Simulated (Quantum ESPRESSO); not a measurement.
# Several settings converged on Rb (Im-3m, 1 atom in the cell)

```
Rb
1.0
   -2.83347     2.83347     2.83347
    2.83347    -2.83347     2.83347
    2.83347     2.83347    -2.83347
Rb
1
Cartesian
  0.00000   0.00000   0.00000
```

Base method: LDA (PW92), PseudoDojo standard norm-conserving (LDA) pseudopotentials (plane waves; Quantum ESPRESSO 7.5).

Base settings: ecutwfc = 45 Ry; occupations = smearing; smearing = fd; degauss = 0.0073499 Ry; potentials = {Rb: Rb.upf}; K_POINTS = automatic 8 8 8 0 0 0; conv_thr = 1e-11 Ry; mixing_beta = 0.4.

The count of work is k-points × plane waves × bands × iterations; it is no time. Core times come from one kind of shared machine, to one figure; runs under 30 s give none.

**The k-point mesh at a smearing width of 0.02 eV**

In this ladder: degauss = 0.00147 Ry.

Only quantities that move along the ladder and can be compared are tabulated.

| K_POINTS | free energy less the last step's (meV/atom) | pressure (GPa) | count of work / last | core time / last (rough) |
|---|---|---|---|---|
| automatic 3 3 3 0 0 0 | -85.28 | -0.53 | 0.016 | – |
| automatic 4 4 4 0 0 0 | 65.12 | -0.35 | 0.031 | – |
| automatic 5 5 5 0 0 0 | -0.99 | -0.44 | 0.039 | – |
| automatic 6 6 6 0 0 0 | 18.37 | -0.41 | 0.062 | – |
| automatic 8 8 8 0 0 0 | 6.38 | -0.42 | 0.11 | – |
| automatic 9 9 9 0 0 0 | -2.05 | -0.43 | 0.14 | – |
| automatic 11 11 11 0 0 0 | -1.65 | -0.44 | 0.22 | 0.3 |
| automatic 16 16 16 0 0 0 | 0.05 | -0.43 | 0.56 | 0.7 |
| automatic 20 20 20 0 0 0 | 0.00 | -0.43 | 1.0 | 1 |

Coarsest K_POINTS that holds the free energy within 5 meV/atom of the last step, with all finer ones: automatic 9 9 9 0 0 0, at 0.14 of the last step's count of work; the step before is off by 6.4 meV/atom.

Coarsest K_POINTS that holds the pressure within 0.05 GPa of the last step, with all finer ones: automatic 5 5 5 0 0 0, at 0.039 of the last step's count of work; the step before is off by 0.09 GPa.

**The width of Fermi-Dirac smearing**

In this ladder: K_POINTS = automatic 13 13 13 0 0 0.

Narrow widths need finer meshes than wide ones, so the last steps can hold mesh noise.

Only quantities that move along the ladder and can be compared are tabulated; pressure and forces are left out, as mesh noise rules them at narrow widths.

```tsv
degauss	free energy less the last step's (meV/atom)	energy extrapolated to zero width less the last step's (meV/atom)
0.073499 Ry	-1301.16	-160.24
0.036749 Ry	-355.28	-10.53
0.02205 Ry	-128.05	-2.00
0.0147 Ry	-55.59	-0.93
0.0073499 Ry	-11.26	0.01
0.0036749 Ry	0.00	0.00
```

Widest degauss that holds the energy extrapolated to zero width within 1 meV/atom of the last step, with all finer ones: 0.0147 Ry; the step before is off by 2.0 meV/atom.

Widest degauss that holds the free energy within 5 meV/atom: not settled: the last two steps still differ by 11 meV/atom, over half the tolerance, so the ladder does not show it.

The extrapolation to zero width removes most of the smearing's effect on the energy.

**The width of cold smearing**

In this ladder: smearing = cold; K_POINTS = automatic 13 13 13 0 0 0.

Narrow widths need finer meshes than wide ones, so the last steps can hold mesh noise.

Only quantities that move along the ladder and can be compared are tabulated; pressure and forces are left out, as mesh noise rules them at narrow widths.

```tsv
degauss	free energy less the last step's (meV/atom)
0.073499 Ry	-47.50
0.036749 Ry	-6.70
0.02205 Ry	-1.55
0.0147 Ry	-0.76
0.0073499 Ry	-0.21
0.0036749 Ry	0.00
```

Widest degauss that holds the free energy within 1 meV/atom of the last step, with all finer ones: 0.0147 Ry; the step before is off by 1.5 meV/atom.

On the base run: the starting cell has typed, rounded lattice constants, without a prior relaxation at this level. Its lattice was rescaled by up to half a per cent.

Left out of this page: 4 runs of the series outside the window shown, repeating another row's setting, or not comparable.
